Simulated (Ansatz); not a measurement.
## GaP: uniaxial strain ε_xx = −0.48 %

Consider GaP in the zinc blende structure (space group F-43m, No. 216; a = 5.439 Å). Axes: x, y, z lie along the cube axes.

Modification: the cell is compressed by 0.48 % along x with no lateral relaxation, atoms relaxed at fixed cell.

Method: PBEsol (Ansatz, a first-principles code; PAW; 420 eV plane waves; no spin-orbit coupling), earlier PAW set. k-mesh 11×11×11 (Γ-centred); smearing 0.05 eV (Fermi–Dirac).

| quantity | base | changed | shift |
|---|---|---|---|
| volume per atom | 20.11 Å³ | 20.02 Å³ | -0.097 Å³ |
| space group | F-43m (No. 216) | I-4m2 (No. 119) | – |
| shortest interatomic distance | 235.5 pm | 235.1 pm | -0.4 pm |
| energy relative to the base (free energy F) | 0 meV/atom | +0.2 meV/atom | +0.2 meV/atom |
| pressure (mean of the normal stresses, compression positive) | 0.00 GPa | 0.41 GPa | +0.41 GPa |
| band gap | 1.45 eV | 1.40 eV | -0.05 eV |
| gap character | – | indirect, Γ → Γ–M (87 % along) | – |
| smallest direct gap | 1.80 eV | 1.82 eV | +0.02 eV |
| electron mass | 1.1 mₑ along k, 0.23 mₑ across (off the special points) | 1.1 mₑ along k, 0.23 mₑ across (off the special points) | – |
| valence-band top at Γ (three highest levels, from the VBM) | 0.00, 0.00, 0.00 eV | 0.00, -0.03, -0.03 eV | – |
| stress (xx, yy, zz, yz, xz, xy; compression positive) | – | (0.65, 0.29, 0.29, 0.00, 0.00, 0.00) GPa | – |

Cost of the whole job for the changed cell (relaxation, final SCF and bands): about 20 core-seconds (a rough figure).

Masses are band curvatures over ±0.01 Å⁻¹ around the edge. Along k means along the line from Γ to the band edge. Whether these cells are dynamically stable was not tested. k-point labels follow each cell's own Brillouin zone.
